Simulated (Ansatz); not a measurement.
The structure below was relaxed with PBEsol, PAW, 420 eV (Ansatz, an electronic-structure program; spin-orbit coupling left out), at pressure 0.3 GPa.

```xyz
3
Lattice="1.5808 0.9127 7.7570 -1.5808 0.9127 7.7570 0.0000 -1.8254 7.7570" Properties=species:S:1:pos:R:3 pbc="T T T"
Mg     0.0000     0.0000     0.0000
Mg     0.0000     0.0000     5.1671
Mg     0.0000     0.0000    18.1040
```

### Question
Find the space group and the Wyckoff positions.

### Answer
Space group R-3m, hexagonal axes (No. 166); a = b = 3.1617 Å, c = 23.2710 Å, α = β = 90.00°, γ = 120.00°

```tsv
atom	site	symmetry	x	y	z
Mg	3a	-3m	0.0000	0.0000	0.0000
Mg	6c	3m	0.0000	0.0000	0.2220
```

Load acts through the strain it causes; cell and atoms are relaxed under it. Whether these cells are dynamically stable was not tested. The cell was made from Mg (space group R-3m, No. 166; a cell from a computed database, its experimental status unchecked) by this change: pressure 0.3 GPa. This is not the structure that Mg has at room temperature and ambient pressure.
